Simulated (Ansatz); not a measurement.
Results of r²SCAN+rVV10 in Ansatz (PAW) for LaBr₃ (P6₃/m, No. 176).

Numerical settings: plane-wave cutoff 560 eV, 6×6×8 k mesh (along the axes of the cell as run), Fermi–Dirac smearing 0.01 eV, scalar-relativistic PAW data made under PBE.

The volume scan:

| V (Å³/atom) | E − E_lowest (meV/atom) | P (GPa) |
|---|---|---|
| 29.720 | 5.34 | 1.454 |
| 30.339 | 1.27 | 0.678 |
| 30.958 | 0.00 | -0.005 |
| 31.577 | 1.19 | -0.601 |
| 32.196 | 4.52 | -1.112 |

**Question.** What bulk modulus B0 and pressure derivative B′ does a third-order Birch–Murnaghan fit give?

**Answer.** V0 = 30.953 Å³/atom, B0 = 31.7 GPa, B′ = 5.9 (fit to the energies at full precision).

Shape and atoms are relaxed at each volume.

Note: the bulk modulus comes from volumes at which shape and atoms were relaxed.

Spin–orbit coupling is not included.

Static lattice: no zero-point or thermal effects.

Ansatz is a program for electronic structure.
